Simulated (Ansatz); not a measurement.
# How far to go with zone-centre phonons against the mesh: Ir (P6_3/mmc, 2 atoms in the cell)

```
Ir
1.0
    2.75963     0.00000     0.00000
   -1.37982     2.38991     0.00000
    0.00000     0.00000     4.47568
Ir
2
Direct
  0.66667   0.33333   0.75000
  0.33333   0.66667   0.25000
```

Method: LDA (PW92), default PAW files made with PBE (plane waves; Ansatz, an electronic-structure program).

Base settings: basis.ecutwfc = 420 eV; kpoints.mp_grid.grid = 14 14 8; hamiltonian.xc = lda; hamiltonian.pseudopotentials = {kind: paw} (the program's default PAW files); scf.occupations.method = gaussian; scf.occupations.width = 0.1 eV.

In this ladder: phonons.method = dfpt.

Frequencies are those of the unrelaxed cell, without the LO-TO term of polar crystals.

Only quantities that move along the ladder and can be compared are tabulated.

Core times come from one kind of shared machine, to one figure; runs under 30 s give none.

The starting cell comes from a database of computed structures (which also holds hypothetical and non-ambient phases and stackings), without a prior relaxation at this level. Its lattice was rescaled by up to half a per cent. Spin polarisation is off. In the base run, with a pressure of about -21 GPa the cell is away from its equilibrium volume at this level.

| kpoints.mp_grid.grid | highest zone-centre frequency (cm⁻¹) | core time / last (rough) |
|---|---|---|
| 4 4 2 | 0.0 | – |
| 5 5 3 | 182.1 | – |
| 6 6 3 | 152.1 | – |
| 7 7 4 | 196.6 | – |
| 9 9 5 | 169.0 | – |
| 11 11 6 | 151.9 | – |
| 13 13 7 | 164.8 | – |
| 16 16 9 | 169.5 | – |
| 20 20 11 | 168.5 | 0.2 |
| 25 25 14 | 169.1 | 0.5 |
| 31 31 17 | 171.9 | 1 |

Coarsest kpoints.mp_grid.grid that holds the highest zone-centre frequency within 5 cm⁻¹: not settled: the last two steps still differ by 2.8 cm⁻¹, over half the tolerance, so the ladder does not show it.

Keys are those of Ansatz 0.2.
